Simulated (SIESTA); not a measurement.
Band structure of LaSi3Ru (I4mm, 5 atoms in the cell).

```
LaSi3Ru
1.0
   -2.13273     2.13273     4.98224
    2.13273    -2.13273     4.98224
    2.13273     2.13273    -4.98224
La Si Ru
1 3 1
Cartesian
  0.00000   0.00000   9.95740
  0.00000   0.00000   4.16246
  2.13273   0.00000   2.59734
  0.00000   2.13273   2.59734
  0.00000   0.00000   6.53320
```

Computed with GGA PBEsol, numerical atomic orbitals DZP, PseudoDojo PBEsol standard norm-conserving potentials (rewritten from UPF to PSML) in SIESTA.

Settings: XC.functional = GGA; XC.authors = PBEsol; potentials = PseudoDojo PBEsol standard; PAO.BasisSize = DZP; PAO.EnergyShift = 0.01 Ry; MeshCutoff = 400 Ry; kgrid.MonkhorstPack = 9 9 9; OccupationFunction = MP; OccupationMPOrder = 0; ElectronicTemperature = 0.05 eV; MaxSCFIterations = 150; SCF.Mixer.Method = Pulay; SCF.Mixer.Weight = 0.1; SCF.Mixer.History = 6.

The starting cell comes from a database of computed structures (which also holds hypothetical and non-ambient phases and stackings), without a prior relaxation at this level. Spin polarisation is off. Values carry the incompleteness of an atom-centred basis.

Levels in eV from the Fermi level, bands 17 to 22:
```tsv
point	17	18	19	20	21	22
Γ	-1.83	-0.92	-0.92	0.81	0.81	1.50
X	-2.14	-2.12	-1.44	-1.06	2.68	4.01
Y	-1.88	-1.71	-1.25	-0.93	2.34	3.35
S	-2.07	-1.72	-0.85	0.36	1.41	2.56
Z	-1.76	-1.61	0.10	0.90	0.90	1.52
S1	-2.07	-1.72	-0.85	0.36	1.41	2.56
N	-1.86	-1.60	-1.14	0.05	0.73	2.22
P	-1.94	-1.85	-1.85	-1.26	2.07	3.89
Y1	-1.88	-1.71	-1.25	-0.93	2.34	3.35
```

Bands cross the Fermi level along this path, so the cell is metallic at this level.

Higher empty bands are left out: an atom-centred basis made for the valence describes them poorly.
